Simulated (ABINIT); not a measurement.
Band structure of C3N4 (R3m, 7 atoms in the cell).

```yaml
crystal:
  lattice:
    - [2.42164, 1.39813, 3.61279]
    - [-2.42164, 1.39813, 3.61279]
    - [0.00000, -2.79627, 3.61279]
  atoms:
    - { symbol: C, position: [0.49006, 0.49006, 0.01933] }
    - { symbol: C, position: [0.01933, 0.49006, 0.49006] }
    - { symbol: C, position: [0.49006, 0.01933, 0.49006] }
    - { symbol: N, position: [0.65970, 0.17012, 0.17012] }
    - { symbol: N, position: [0.17012, 0.65970, 0.17012] }
    - { symbol: N, position: [0.17012, 0.17012, 0.65970] }
    - { symbol: N, position: [0.66560, 0.66560, 0.66560] }
```

Level of theory: LDA (PW92), PAW (JTH v2.0 LDA PAW) (plane waves; ABINIT 10.0.3).

Settings: pseudos = [C.LDA_PW-JTH.xml, N.LDA_PW-JTH.xml]; ecut = 707 eV; pawecutdg = 1415 eV; ixc = 7; occopt = 3; tsmear = 0.00036749 Ha; ngkpt = 6 6 6; nshiftk = 1; shiftk = 0 0 0; potentials = JTH v2.0 LDA PAW; kptopt = 1; nstep = 80; tolvrs1 = 1e-12.

The starting cell comes from a database of computed structures (which also holds hypothetical and non-ambient phases and stackings), without a prior relaxation at this level. Its lattice was rescaled by a random factor within 2.5 % of one.

These are the values that this program gave, and no reference: the one-centre exchange-correlation terms come from a truncated expansion.

Question: Predict the gap along the standard path and the places of the band edges.

Answer: The gap along the path is 1.33 eV, direct at Γ to within 0.01 eV.

Levels in eV from the top of the valence band on the SCF mesh, bands 13 to 20:
```tsv
point	13	14	15	16	17	18	19	20
Γ	-3.72	-2.71	0.00	0.00	1.33	1.33	3.64	5.79
L	-4.10	-2.97	-2.27	-0.42	2.37	3.50	5.51	6.31
B1	-3.90	-2.21	-1.79	-0.73	1.95	3.72	6.50	6.80
```
